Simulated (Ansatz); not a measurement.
Defect calculation: Zr on the Nb site (Zr_Nb) in ferroelectric LiNbO3

The numbers are results of PBE, PAW (plane waves to 420 eV; Ansatz, an electronic-structure program), not measurements. The supercell holds 120 host sites (2×2×1 repeats of the unit cell), with a 2×2×2 Γ-centred k-point sampling for the final energies. Site at the start: the Nb site. Finite-size correction: monopole term and site-potential alignment. Dielectric constants: PBE linear response of the host. Host gap at this level: 3.53 eV. Finite-size and sampling errors can reach tenths of an eV here. The semilocal functional narrows the gap, so deep levels can fall outside it. Spin–orbit coupling is left out. Each state is the lowest found from its start.

Formation energies E_f are given with the Fermi level at the valence-band maximum. Chemical conditions: Li-rich (Δμ(Nb) = -1.84 eV, Δμ(Zr) = -3.65 eV, bounded by LiNbO2 (P6_3/mmc), Li2O (Fm-3m), monoclinic ZrO2; only phases computed here count, gases as isolated molecules at 0 K); Nb-rich (Δμ(Nb) = -1.00 eV, Δμ(Zr) = -3.65 eV, bounded by LiNbO2 (P6_3/mmc), Nb2O5 (C2/c), monoclinic ZrO2; only phases computed here count, gases as isolated molecules at 0 K); O-rich (Δμ(Nb) = -10.05 eV, Δμ(Zr) = -10.26 eV, bounded by Li2O2 (P6_3/mmc), monoclinic ZrO2; only phases computed here count, gases as isolated molecules at 0 K). Reference phases: Nb: bcc Nb, Zr: hcp Zr.

Charges from +1 to −1 were run; one beyond them could lie lower near a band edge.

| charge | moment (μB) | point group | largest move off a lattice site (Å) | image correction with alignment (eV) | E_f, Li-rich (eV) | E_f, Nb-rich (eV) | E_f, O-rich (eV) |
|---|---|---|---|---|---|---|---|
| +1† | not spin-polarised | – | 0.11 | -0.01 | – | – | – |
| 0* | quenched | – | 0.12 | – | – | – | – |
| −1 | not spin-polarised | C3 | 0.12 | 0.02 | 2.77 | 3.61 | 1.18 |

* At this level the carrier isn't localised at the defect: at charge 0 holes occupy the valence band. Such a state is shallow or no state of the defect, and this cell gives it no level.

† Not settled in this cell, so no level is given: charge +1: a level filled in part, carriers not clearly localised, level within 0.1 eV of a band edge or past it.

Point groups are those of the whole cell at tolerances of 0.03 and 0.1 Å ("near" where only the looser one holds); none is given for unsettled states.

Starting moments that weren't kept: charge 0 began with 1 μB and ended with 0.0.

Flagged in the runs: a host whose relaxation on this sampling wasn't shown to rest, a strain field that reaches the edge of the cell.

All states together cost roughly 6 core-hours.
